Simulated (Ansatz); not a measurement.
The reference is PbTe in the rock salt structure (space group Fm-3m, No. 225; a = 6.5343 Å). Axes: x, y, z lie along the cube axes.

Level of theory: r2SCAN (Ansatz, an electronic-structure program), scalar-relativistic without spin-orbit coupling.

It is then changed as follows: an isotropic linear strain of −1.50 %; the atoms relax in the strained cell.

Task: Predict the stress tensor and what it implies for the stiffness.

Result: Stress of the strained cell less that of the base (GPa, compression positive):
```
   2.11    0.00    0.00
   0.00    2.11    0.00
   0.00    0.00    2.11
```

Then B = −ΔP/(ΔV/V₀) with ΔV/V₀ = -0.0443 gives secant stiffness values (nonlinear terms included at this strain): B ≈ 48 GPa.

As a check, the harmonic strain energy −½ V₀ Δσ:ε is 10 meV/atom; the computed energy rise is 9.8 meV/atom.

Stability against distortions was not tested.
